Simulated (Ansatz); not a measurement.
A computed series for B13C2: pressure series

The parent structure is B₁₃C₂ (space group R-3m, No. 166; a = 5.635 Å, c = 12.057 Å (hexagonal axes); a cell from a computed database, its experimental status unchecked).

Cell and atoms are relaxed at each pressure.

All numbers come from PBEsol in Ansatz (plane waves to 420 eV, PAW, scalar-relativistic without spin-orbit coupling).

Notes on the quantities. enthalpy: H = E + PV relative to the base's energy.

```csv
change,density,enthalpy
base,2.47 g/cm³,–
pressure −2 GPa,2.45 g/cm³,-0.09 eV/atom
pressure −1 GPa,2.46 g/cm³,-0.05 eV/atom
pressure 0.3 GPa,2.48 g/cm³,+0.01 eV/atom
pressure 0.7 GPa,2.48 g/cm³,+0.03 eV/atom
pressure 1.5 GPa,?,+0.07 eV/atom
pressure 3 GPa,2.51 g/cm³,+0.14 eV/atom
pressure 5 GPa,2.53 g/cm³,+0.23 eV/atom
pressure 7.5 GPa,2.55 g/cm³,+0.34 eV/atom
pressure 10 GPa,2.58 g/cm³,+0.45 eV/atom
```

Q: Fill in the withheld entries from the trend.

A: 
- pressure 1.5 GPa, density: 2.49 g/cm³

Load acts through the strain it causes; cell and atoms are relaxed under it. Stability against distortions was not tested. No other phases were tried under pressure. All final runs are without spin polarisation. An odd electron count without spin: B13C2.

Ansatz is an electronic-structure program.
